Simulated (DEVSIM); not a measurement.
System: Pd/SiO2/p-Si capacitor, at 250 K.

Layer 1 from the left is SiO2, thickness (nm) 4.00. Layer 2 from the left is Si, thickness (nm) 6000, Na (cm⁻³) 9.1e15.

Metal gate on the left, work function 5.2 eV. Fixed charge at the semiconductor interface 0 cm⁻² (in units of +e); no interface traps.

The device is made up for the run: typed textbook-type constants, with dimensions and the other settings drawn at random. Values at 300 K; Nc and Nv go as T^1.5, mobilities as T to minus their exponent, the gap by Varshni's rule with the affinity fixed.

SiO2: gap (eV) 9, affinity (eV) 0.9, permittivity 3.9. Si: gap (eV) 1.124, affinity (eV) 4.05, permittivity 11.7, Nc (cm⁻³) 2.86e19, Nv (cm⁻³) 3.1e19, Varshni α (eV/K) 0.000473, Varshni β (K) 636.

Estimate by hand the flat-band voltage, the threshold voltage, and compare with a numerical solution.


- Flat-band voltage: C = 0.863 μF/cm², work-function difference 0.183 V; VFB = φms − qNf/C = 0.18 V; numerical 0.18 V.
- Threshold voltage: φF = 0.400 V, depletion charge √(4εqNφF) = 4.91e-8 C/cm²; VT = VFB + 2φF + Qd/C = 1.04 V; numerical 1.04 V.

Model (solved in DEVSIM): 1D Poisson equation in equilibrium, Boltzmann statistics, complete ionisation; no quantum confinement or tunnelling. Metal contacts follow the ideal Schottky-Mott rule: no Fermi-level pinning, no interface dipoles.
